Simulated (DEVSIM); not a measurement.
abrupt Si n-p junction

Device: abrupt Si n-p junction, at 300 K.

| layer (left to right) | material | thickness (μm) | Nd (cm⁻³) | Na (cm⁻³) | τn (s) | τp (s) |
|---|---|---|---|---|---|---|
| 1 | Si | 0.440 | 6.3e17 | - | 1.8e-5 | 1.8e-5 |
| 2 | Si | 1.40 | - | 2.2e14 | 1.8e-5 | 1.8e-5 |

Left contact: ohmic. Right contact: ohmic. Voltage is applied to the left contact. Recombination: SRH at mid-gap, radiative. Mobility is constant in doping.

This is a model device: material constants are rounded textbook-type values typed into the input, and sizes, dopings and lifetimes were drawn at random. Values at 300 K.

| parameter | Si |
|---|---|
| gap (eV) | 1.124 |
| affinity (eV) | 4.05 |
| permittivity | 11.7 |
| Nc (cm⁻³) | 2.86e19 |
| Nv (cm⁻³) | 3.1e19 |
| μn (cm²/Vs) | 1417 |
| μp (cm²/Vs) | 470 |
| B (cm³/s) | 4.7e-15 |

Model (solved in DEVSIM): 1D drift-diffusion, Boltzmann statistics, complete ionisation; no tunnelling, impact ionisation, image-force lowering or self-heating.

```yaml
potential_step_across_the_device_at_zero_bias: 0.719 V
largest_field_in_the_device_at_zero_bias: 43000 V/cm
Dark forward voltage at 1 A/cm²: 0.436 V
Dark forward voltage at 100 A/cm²: 0.607 V
```

Dark forward current:

```tsv
V (V)	J (A/cm²)
-0.05	-1.6e-6
-0.10	-1.1e-5
-0.15	-6.4e-5
-0.20	-0.00037
-0.25	-0.0021
-0.30	-0.011
-0.35	-0.062
-0.40	-0.32
-0.45	-1.6
-0.50	-7.0
-0.55	-27
-0.60	-87
-0.65	-250
-0.70	-660
-0.75	-1500
-0.80	-2800
```

Dark reverse current:

```csv
V (V),J (A/cm²)
0.20,4.7e-7
0.50,7.2e-7
1.00,1.2e-6
1.50,1.6e-6
2.00,2.0e-6
3.00,2.9e-6
4.00,3.7e-6
5.00,4.6e-6
6.50,5.9e-6
8.00,7.1e-6
10.00,8.9e-6
```
